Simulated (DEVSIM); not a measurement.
Device: abrupt In0.53Ga0.47As p-n junction, at 350 K.

Layer 1 from the left is In0.53Ga0.47As, thickness (μm) 35.0, Na (cm⁻³) 3.7e17, τn (s) 4.6e-9, τp (s) 4.6e-9. Layer 2 from the left is In0.53Ga0.47As, thickness (μm) 12.0, Nd (cm⁻³) 5.7e14, τn (s) 4.6e-9, τp (s) 4.6e-9.

Left contact: ohmic. Right contact: ohmic. Voltage is applied to the left contact. Recombination: SRH at mid-gap, radiative. Mobility is μmin + (μ − μmin)/(1 + (N/Nref)^α).

Constants are typed, rounded textbook-type inputs, not results; the design itself was drawn at random and stands for no fabricated device. Values at 300 K; Nc and Nv go as T^1.5, mobilities as T to minus their exponent, the gap by Varshni's rule with the affinity fixed.

In0.53Ga0.47As: gap (eV) 0.74, affinity (eV) 4.51, permittivity 13.9, Nc (cm⁻³) 2.1e17, Nv (cm⁻³) 7.7e18, μn (cm²/Vs) 12000, μp (cm²/Vs) 300, μn,min 300, μp,min 10, Nref,n 1.3e17, Nref,p 4.9e17, αn 0.48, αp 0.4, T exponent of μn 1.6, T exponent of μp 1.6, B (cm³/s) 9.6e-11, Varshni α (eV/K) 0.00035, Varshni β (K) 190.

**Question.** Estimate by hand the built-in potential, the peak field at zero bias, and compare with a numerical solution.

**Answer.** 
- Built-in potential: ni = √(Nc Nv) exp(−Eg/2kT) = 9.68e12 cm⁻³ with Eg = 0.725 eV; Vbi = kT/q ln(Na Nd/ni²) = 0.441 V; numerical 0.441 V.
- Peak field at zero bias: depletion approximation: W = √(2εVbi/(qN)) = 1.09 μm with N = 5.69e14 cm⁻³; field = 2Vbi/W = 8090 V/cm; numerical 33300 V/cm (estimate below by 76 %).

DEVSIM, 1D drift-diffusion, Boltzmann statistics, complete ionisation; no tunnelling, impact ionisation, image-force lowering or self-heating.
